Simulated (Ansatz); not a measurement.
Consider this model of amorphous Si14B14C14N28.

```
CELL_PARAMETERS angstrom
      9.81506    -0.46694     0.31976
     -0.46694     9.49678     0.02509
      0.31976     0.02509     9.18701
ATOMIC_POSITIONS crystal
  Si 0.19546 0.80723 0.08168
  Si 0.32783 0.53221 0.28864
  Si 0.88913 0.64046 0.74357
  Si 0.42672 0.38841 0.52943
  Si 0.44000 0.93924 0.88276
  Si 0.68888 0.11183 0.71357
  Si 0.95722 0.39989 0.45050
  Si 0.28530 0.07016 0.08136
  Si 0.38500 0.82726 0.56237
  Si 0.21221 0.98255 0.33856
  Si 0.61555 0.70664 0.33636
  Si 0.79456 0.25597 0.17493
  Si 0.91225 0.71224 0.03226
  Si 0.70935 0.96449 0.12660
  B  0.33937 0.11349 0.56513
  B  0.07799 0.24613 0.24273
  B  0.74776 0.53627 0.28360
  B  0.09455 0.75806 0.50541
  B  0.52280 0.35695 0.22037
  B  0.69653 0.47576 0.07786
  B  0.95626 0.47107 0.87461
  B  0.87391 0.68169 0.44688
  B  0.84991 0.19290 0.97392
  B  0.79121 0.14068 0.37716
  B  0.59685 0.84235 0.64774
  B  0.79581 0.91168 0.84311
  B  0.40191 0.20725 0.78357
  B  0.41405 0.21917 0.96454
  C  0.51070 0.11633 0.81895
  C  0.15677 0.60283 0.05210
  C  0.84401 0.27560 0.58618
  C  0.50474 0.33416 0.04715
  C  0.46253 0.66980 0.21037
  C  0.84585 0.81797 0.34140
  C  0.19422 0.49084 0.14630
  C  0.89455 0.31405 0.85996
  C  0.65205 0.50609 0.64742
  C  0.03699 0.58004 0.97471
  C  0.27837 0.58568 0.49206
  C  0.83061 0.25642 0.73435
  C  0.97928 0.84215 0.28582
  C  0.49679 0.77293 0.12038
  N  0.71337 0.92727 0.71786
  N  0.08487 0.85338 0.38362
  N  0.91937 0.25034 0.31093
  N  0.30050 0.91782 0.19593
  N  0.75100 0.16984 0.52346
  N  0.67642 0.38985 0.22915
  N  0.26553 0.92762 0.93902
  N  0.55426 0.79903 0.49520
  N  0.16386 0.12474 0.23700
  N  0.80242 0.03615 0.96141
  N  0.42186 0.38659 0.33724
  N  0.74168 0.82241 0.23740
  N  0.60193 0.41964 0.97425
  N  0.55113 0.88045 0.04149
  N  0.01715 0.83255 0.13622
  N  0.33174 0.51915 0.59152
  N  0.58380 0.40997 0.59142
  N  0.84913 0.53995 0.39627
  N  0.46160 0.83701 0.72889
  N  0.35545 0.23789 0.63277
  N  0.70983 0.09786 0.25276
  N  0.79106 0.58624 0.12122
  N  0.23651 0.72178 0.53056
  N  0.31857 0.99127 0.49548
  N  0.96638 0.70031 0.57220
  N  0.86393 0.78469 0.87063
  N  0.12465 0.36945 0.16517
  N  0.71992 0.60477 0.69727
```

Methods: PBE, scalar-relativistic without spin-orbit coupling (Ansatz, a first-principles code); r2SCAN, scalar-relativistic without spin-orbit coupling (Ansatz); HSE06, scalar-relativistic without spin-orbit coupling (Ansatz). Neutral PBE cell, which sets geometry, pressure and energy: sampling: a 2×2×2 Γ-centred mesh; Fermi-Dirac width 0.02 eV; no spin polarisation. Exact exchange is cut at the faces of this 9 Å cell, which leaves hybrid gaps a finite-size error.

Preparation: random packing, a CHGNet melt and quench, and a DFT relaxation. N atoms were pushed apart under 1.9 Å during the dynamics, to hinder bonds among them. The hot cell started wider than the set density and was brought back towards it in steps. It is the lowest in DFT energy of 2 quenches. It is a model cell: composition and starting density were chosen by hand, and all elements were melted together. No dispersion term was used. Its density started from a set value of 2.15 and ended at 2.15 g/cm³. The quench (nominally 630 K/ps over its main leg) was far faster than any real one, so the model tends to hold more defects than a real film. A cell of this size samples the disorder only roughly. The volume was held where the preparation left it and the shape relaxed.

Task: Give the pressure and the spacing of the highest filled and lowest empty levels.

Result: 
The pressure on a 2×2×2 Γ-centred mesh comes out as -3.25 GPa and the largest force and stress component on that mesh (the relaxation ran on the zone centre alone) is 0.21 eV/Å and 3.6 GPa. The gap on a 2×2×2 Γ-centred mesh (PBE) is 0.49 eV. The gap at the zone centre (PBE) is 0.65 eV and the gap at the zone centre (r2SCAN) is 0.77 eV. The gap at the zone centre (HSE06) is 1.26 eV. The distance between the nearest levels spread over more than a fifth of the atoms or a third of the atoms of their main element (six at least) (PBE, zone centre) is 0.65 eV.

Task: At PBE and the zone centre, how localised are the states just below and above the Fermi level (participation number: the atoms over which a state spreads)?

Result: The highest filled state is spread over 8.2 atoms' worth, largest on Si7, with weights by element (charge in smoothed Voronoi cells) Si 0.38, N 0.30, C 0.24. The lowest empty state is spread over 13.8 atoms' worth, largest on C38, with weights by element (charge in smoothed Voronoi cells) C 0.49, N 0.21, B 0.18.

Cut-offs for bonds: Si-Si 2.60 Å, Si-B 2.28 Å, Si-C 2.19 Å, Si-N 2.14 Å, B-B 1.97 Å, B-C 1.87 Å, B-N 1.84 Å, C-C 1.78 Å, C-N 1.64 Å, N-N 1.70 Å. Two cations that share two anions don't count as bonded, nor two that share one unless they lie closer than Si-Si 2.38 Å, Si-B 2.09 Å, Si-C 2.00 Å, B-B 1.80 Å, B-C 1.71 Å, C-C 1.63 Å.

Added carriers, by PBE, scalar-relativistic without spin-orbit coupling run with Ansatz on the zone centre alone. Charged cells keep the cell fixed and stand in a uniform background, with no image correction, at a width of 0.01 eV; where the count is odd the moment is locked at 1 μB, unless the neutral cell bore moments. Each starts from the undistorted neutral geometry alone. PBE's self-interaction favours spread-out carriers, so it can miss traps that a hybrid finds.

Task: What happens at PBE when the cell takes an extra electron and the atoms relax?

Result: Relaxation lowers the charged cell by 0.17 eV. The largest moves are N70 0.10 Å, C38 0.10 Å, C37 0.07 Å, Si13 0.07 Å. The level that holds the added charge spreads over 15.1 atoms' worth, most on C38 (weight 0.19): a partly localised carrier. No bond crosses its cut-off with a change of over 0.15 Å. Made neutral again at that geometry, the cell lies +0.16 eV from the neutral start (a closed shell was imposed there, with levels 0.31 eV apart, so this is an upper bound).

Task: What happens at PBE when the cell takes a hole and the atoms relax?

Result: Relaxation lowers the charged cell by 0.27 eV. The largest moves are Si7 0.22 Å, N69 0.11 Å, N67 0.07 Å, N58 0.07 Å. The level that was emptied spreads over 7.8 atoms' worth, most on Si7 (weight 0.34): a partly localised carrier. No bond crosses its cut-off with a change of over 0.15 Å. Made neutral again at that geometry, the cell lies +0.31 eV from the neutral start (a closed shell was imposed there, with levels 0.18 eV apart, so this is an upper bound).

A PBE run started with 1 μB on atoms that lack a bond or may hold spare charge lost its moments; other starts weren't tried.
